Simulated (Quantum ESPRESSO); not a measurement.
**Quick settings and what they miss: CrGa4 (Im-3m, 5 atoms in the cell)**

Self-consistent single point.

```yaml
crystal:
  lattice:
    - [2.82339, 2.82339, 2.82339]
    - [-2.82339, 2.82339, 2.82339]
    - [-2.82339, -2.82339, 2.82339]
  atoms:
    - { symbol: Cr, position: [0.00000, 0.00000, 0.00000] }
    - { symbol: Ga, position: [0.00000, 0.00000, 0.50000] }
    - { symbol: Ga, position: [0.50000, 0.50000, 0.50000] }
    - { symbol: Ga, position: [0.00000, 0.50000, 0.00000] }
    - { symbol: Ga, position: [0.50000, 0.00000, 0.00000] }
```

Level of theory: PBEsol, GBRV 1.5 ultrasoft (PBESOL) pseudopotentials (plane waves; Quantum ESPRESSO).

Base settings: ecutwfc = 50 Ry; ecutrho = 400 Ry; occupations = smearing; smearing = cold; degauss = 0.019992 Ry; potentials = {Cr: cr_pbesol_v1.5.uspp.F.UPF, Ga: ga_pbesol_v1.4.uspp.F.UPF}; K_POINTS = automatic 6 6 6 0 0 0; conv_thr = 1e-09 Ry.

Tight run (finer mesh or higher cutoff; not a proven limit): ecutwfc: 50 Ry → 70 Ry; ecutrho: 400 Ry → 560 Ry; conv_thr: 1e-09 Ry → 7.3e-11 Ry; K_POINTS: automatic 6 6 6 0 0 0 → automatic 9 9 9 0 0 0. It gave Fermi level (on the code's own zero) 10.70 eV; pressure -3.71 GPa.

Quick runs, as changes from the base:
- A: the base itself
- B: ecutwfc: 50 Ry → 30 Ry; ecutrho: 400 Ry → 240 Ry; degauss: 0.019992 Ry → 0.0099958 Ry; pseudopotentials: {Cr: cr_pbesol_v1.5.uspp.F.UPF, Ga: ga_pbesol_v1.4.uspp.F.UPF} → {Cr: cr_lda_v1.5.uspp.F.UPF, Ga: ga_lda_v1.4.uspp.F.UPF}; K_POINTS: automatic 6 6 6 0 0 0 → automatic 6 6 6 1 1 1 [LDA (PZ)]
- C: ecutwfc: 50 Ry → 25 Ry; ecutrho: 400 Ry → 200 Ry; smearing: cold → gauss; degauss: 0.019992 Ry → 0.036749 Ry; K_POINTS: automatic 6 6 6 0 0 0 → automatic 2 2 2 0 0 0
- D: ecutwfc: 50 Ry → 40 Ry; ecutrho: 400 Ry → 320 Ry; smearing: cold → gauss; degauss: 0.019992 Ry → 0.036749 Ry; conv_thr: 1e-09 Ry → 7.3e-06 Ry; K_POINTS: automatic 6 6 6 0 0 0 → automatic 2 2 2 1 1 1
- E: ecutwfc: 50 Ry → 30 Ry; ecutrho: 400 Ry → 240 Ry; smearing: cold → mp; degauss: 0.019992 Ry → 0.0099958 Ry; K_POINTS: automatic 6 6 6 0 0 0 → automatic 1 1 1 0 0 0

Energies are extrapolated to zero smearing width, which holds to low order in the width alone (under cold and Methfessel-Paxton smearing the free energy itself is taken).

Dashes: energy of B, another energy zero; time of C, D, E, under 30 s; pressure of D, not trusted under this conv_thr with d or f elements.

† marks runs with another functional, U, potentials or spin treatment: their distance from the tight run is not a convergence error alone.

The count of work is k-points × plane waves × bands × iterations; it is no time. Core times come from one kind of shared machine and are given to one figure; runs under 30 s give none.

The starting cell comes from a database of computed structures (which also holds hypothetical and non-ambient phases and stackings), without a prior relaxation at this level. Its lattice was rescaled by a random factor within 2.5 % of one. Spin polarisation is off. In the base run, with a pressure of about -4 GPa the cell is away from its equilibrium volume at this level.

```csv
run,energy less tight (meV/atom),pressure less tight (GPa),count of work / tight,core time / tight (rough)
A,12.6,0.13,0.28,0.4
B†,–,-9.33,0.14,0.2
C,1316.4,-82.49,0.017,–
D,-17.7,–,0.018,–
E,2725.9,17.81,0.017,–
```

Among the runs at the tight run's level, the energy misses run from 12.6 to 2725.9 meV/atom.

Left out of this page: 1 run of the series unsound by tests on forces, stress, charge or solver warnings.
